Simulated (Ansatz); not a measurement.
Given:

End structure of the (101) surface of tetragonal indium in its 1x1 cell, outermost plane spacing 2.76 Å in the ideal cut:

```yaml
crystal:
  lattice:
    - [3.32928, 0.00000, 0.00000]
    - [1.66464, 2.98549, 0.00000]
    - [0.00000, 0.00000, 27.50000]
  atoms:
    - { symbol: In, position: [0.28096, 0.43809, 0.30007] }
    - { symbol: In, position: [0.59753, 0.80493, 0.40089] }
    - { symbol: In, position: [0.93267, 0.13465, 0.50000] }
    - { symbol: In, position: [0.26781, 0.46438, 0.59911] }
    - { symbol: In, position: [0.58439, 0.83122, 0.69993] }
```

Set-up: 5 atoms, 11.1 Å thick at the start; mesh 13x13x1; 0.1 eV smearing; dipole correction on; all atoms relaxed; held to the start's symmetry, so lower structures may exist; no spin, no spin-orbit, no U.

Task: What is the computed work function of the top face (PBE in Ansatz, an electronic-structure program)?

Result: 3.85 eV

Task: What surface energy (mean of both faces) does PBE give?

Result: 0.31 J/m^2
